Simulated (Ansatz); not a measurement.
Bulk modulus of SnSe (model structure, started from the zincblende type, F-43m, No. 216, 2 atoms in the cell) at several levels of theory

No measured value is used here.

```
level (code)     value (GPa)  cell (Å³/atom)
---------------  -----------  --------------
PBE (Ansatz)            30.5           38.92
PBEsol (Ansatz)         31.9           36.84
r²SCAN (Ansatz)            …           38.02
```

Problem. What belongs in the gaps?

Solution. 
- r²SCAN (Ansatz, a first-principles code), value (GPa): 33.1

PBE, PBEsol, r²SCAN: the bulk modulus is −V dP/dV from two relaxed cells at ±2 % in volume. Each level is taken at its own relaxed cell. Cutoffs differ between the levels. Ansatz's density-functional and Hartree–Fock values are scalar-relativistic unless marked +SOC, with PAW data made under PBE.

A model structure was made by putting elements into a prototype or built by hand; it is no filed structure, need not be a known phase, and can be a saddle point held by its symmetry.
